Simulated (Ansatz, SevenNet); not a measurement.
For CsSnBr3 (Pm-3m, No. 221, 5 atoms in the cell; start mp-27214), the machine-learned potential SevenNet-0 (trained on PBE and PBE+U data) gives:

| Item | Value |
|---|---|
| lattice parameter a | 5.895 Å |
| bulk modulus | 20.7 GPa |

**Question.** What does PBEsol (Ansatz, a program for electronic structure, plane waves, PAW) give for the same quantities?

**Answer.** 
- lattice constant a: 5.765 Å (falls by 2.2 %)
- bulk modulus: 22.5 GPa (rises by 8.7 %)

Changes are worked out from the printed values.

Unless a cell is named, each level is at its own relaxed cell (SevenNet-0 40.97, PBEsol 38.33 Å³/atom).

Caveats: the bulk modulus is −V dP/dV from two relaxed cells at ±2 % in volume (PBEsol); the relaxation could not lower the start's symmetry, so the cell can be a saddle point above a distorted one (SevenNet-0, PBEsol). Ansatz's density-functional and Hartree–Fock values are scalar-relativistic unless marked +SOC, with PAW data made under PBE.

A start named mp-… is a Materials Project structure, which need not be a measured phase.
